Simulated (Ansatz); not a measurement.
A stack in vacuum: 2 layers of ZrO2-1T, twisted by 21.8°.

Method: PBE+D3(BJ) (plane waves to 420 eV, PAW; Ansatz, a quantum-chemistry and plane-wave program). Spin–orbit coupling is left out; PBE gaps are too small against experiment. Its k-point mesh 4×4×1, Fermi–Dirac width 0.01 eV. A dipole correction is on.

**Question.** Predict its spacing, binding and gap.

**Answer.** 
- gap between facing atomic planes = 2.76 Å
- step of the vacuum level across the stack (top less bottom) = 0.00 eV
- interaction energy of the frozen layers = -19.9 meV/Å²
- interaction energy without the D3 term at this geometry = +3.4 meV/Å²
- PBE gap over the mesh and listed points off it = 4.32 eV
- valence and conduction edges under the vacuum level of the lower face = 7.74 and 3.42 eV
